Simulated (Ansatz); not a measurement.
An Ansatz (a quantum-chemistry and plane-wave program) input (r2SCAN/PAW in Ansatz, no SOC):

Ansatz 0.2 input:
```yaml
crystal:
  lattice:
    - [5.8695323293, 0, 0]
    - [2.9347661647, 5.0831641055, 0]
    - [0, 0, 4.582182481]
  atoms:
    - { symbol: Ti, position: [0.8298238392, 0.8298238392, 0.25] }
    - { symbol: Ti, position: [0.1701761608, 0.6596476784, 0.75] }
    - { symbol: Ti, position: [0.3403523216, 0.8298238392, 0.25] }
    - { symbol: Ti, position: [0.1701761608, 0.1701761608, 0.75] }
    - { symbol: Ti, position: [0.8298238392, 0.3403523216, 0.25] }
    - { symbol: Ti, position: [0.6596476784, 0.1701761608, 0.75] }
    - { symbol: Al, position: [0.3333333333, 0.3333333333, 0.25] }
    - { symbol: Al, position: [0.6666666667, 0.6666666667, 0.75] }
basis: { ecutwfc: 500, ecutrho_ratio: 4, xc_grid: 4, fft_grid_basis: typed }
kpoints: { mp_grid: { grid: [10, 10, 10] } }
hamiltonian:
  xc: r2scan
  dispersion: none
  pseudopotentials: { kind: paw }
scf: { occupations: { method: fermi_dirac, width: 0.05 } }
relax: { f_tol: 0.005, max_steps: 50, cell: { stress_tol: 0.01, fix: [a, b, gamma] } }
output: { forces: true, stress: true }
checkpoint: { write: state.ck, write_every: 1000 }
```

**Question.** Which symmetry and how many k-points will the program report, and about how many plane waves at Γ?

**Answer.** Space group P63/mmc (ITA 194) with 24 operations, k-points 84 of 1000, and 3485 plane waves at Γ.

**Question.** And the final pressure?

**Answer.** -3.27 GPa (compression positive).

The cells carry an imposed strain or load. Stability against distortions was not tested. The final runs are not spin-polarised. The cell was made from Ti₃Al (space group P6_3/mmc, No. 194) by this change: biaxial strain +2.13 %, plane normal [001], relaxed out of plane.
